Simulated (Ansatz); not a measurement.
L1₂ (Cu3Au-type) Ni3Al was calculated with PBEsol-D3(BJ) (plane waves, PAW; Ansatz, an electronic-structure program).

Run with plane-wave cutoff 520 eV, 16×16×16 k mesh, Fermi–Dirac smearing 0.05 eV, spin-polarised with parallel moments, scalar-relativistic PAW data made under PBE.

A third-order Birch–Murnaghan fit to the energies gives V0 = 10.561 Å³/atom, B0 = 220 GPa, B′ = 4.6.

```json
[
 {"V (Å³/atom)": "9.924", "P (GPa)": "…"},
 {"V (Å³/atom)": "10.135", "P (GPa)": "…"},
 {"V (Å³/atom)": "10.346", "P (GPa)": "4.75"},
 {"V (Å³/atom)": "10.557", "P (GPa)": "0.09"},
 {"V (Å³/atom)": "10.768", "P (GPa)": "-4.08"},
 {"V (Å³/atom)": "10.979", "P (GPa)": "…"},
 {"V (Å³/atom)": "11.191", "P (GPa)": "-11.15"}
]
```

**Question.** Estimate the withheld pressures from this fit; the answers are the runs' own values.

**Answer.** 
- 9.924, P (GPa): 15.77
- 10.135, P (GPa): 9.96
- 10.979, P (GPa): -7.82

The formula P = (3/2) B0 (x^(7/3) − x^(5/3)) [1 + (3/4)(B′ − 4)(x^(2/3) − 1)] with x = V0/V meets the computed pressures within 0.03 GPa when these rounded values are put in.

Measured, for comparison: bulk modulus 174 GPa (temperature not stated, no zero-point or thermal correction; as tabulated in Zarkevich et al. (2023), arXiv:2304.06869); equilibrium volume per atom 11.39 Å³/atom (temperature not stated, no zero-point or thermal correction; as tabulated in Tensorial elastic properties and stability of interface states associated with …). Computed (rounded) less measured: bulk modulus +26 %, equilibrium volume per atom -7.3 %.

Computed values are for the static lattice.

Computing time: about 14 core-minutes (a rough figure).
